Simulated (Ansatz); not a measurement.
```
AlAs
1.0
    0.00000     2.83731     2.83731
    2.83731     0.00000     2.83731
    2.83731     2.83731     0.00000
Al As
1 1
Direct
  0.00000   0.00000   0.00000
  0.75000   0.75000   0.75000
```

All values below come from PBEsol, rigid bands (plane waves, PAW, scalar-relativistic; Ansatz, a quantum-chemistry and plane-wave program). Cell: cell and atoms relaxed with PBEsol.

Q: Predict the electron conductivity mass (n e² τ/σ) at 300 K, by direction if it differs.

A: 0.33 mₑ.

Q: And the band gap?

A: 1.34 eV at this level; semilocal functionals usually fall short of the measured gap.

Rigid bands, one relaxation time for all states, no polarons. Spin-orbit coupling is left out; where it splits the top of the valence band it changes the hole mass and lowers the gap by about a third of the splitting.
